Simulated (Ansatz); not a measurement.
# A computed series for InSe: response to strain

The reference is InSe in the beta-GaS type structure (space group P6_3/mmc, No. 194; a = 4.016 Å, c = 16.926 Å; layered, stacked along the Cartesian z axis). Axes: x lies along a and z along c of the hexagonal cell.

Strains are applied to the cell and any free atomic positions relax; under biaxial strain the out-of-plane vector relaxes too.

Method: r2SCAN+rVV10, PAW, 500 eV (Ansatz, a program for electronic structure; spin-orbit coupling left out), earlier PAW set.

Before the change:

```
Quantity    Value
--------  -------
Band gap  0.85 eV
```

**Question.** The aim is a band gap between 0.36 eV and 0.42 eV. Which of these changes reaches it?
A. isotropic strain −3.76 %
B. strain tensor (xx, yy, zz, yz, xz, xy) = (−0.60, −0.13, +0.80, −0.62, +0.03, +0.55) %
C. biaxial strain −1.48 %, plane normal [001], relaxed out of plane
D. uniaxial strain ε_zz = −3.67 %
E. biaxial strain +2.47 %, plane normal [001], relaxed out of plane

**Answer.** E, biaxial strain +2.47 %, plane normal [001], relaxed out of plane. It gives 0.38 eV; isotropic strain −3.76 % gives 1.27 eV; biaxial strain −1.48 %, plane normal [001], relaxed out of plane gives 1.14 eV; uniaxial strain ε_zz = −3.67 % gives 0.68 eV; strain tensor (xx, yy, zz, yz, xz, xy) = (−0.60, −0.13, +0.80, −0.62, +0.03, +0.55) % gives 0.95 eV. Changes not listed may reach it too

Stability against distortions was not tested.
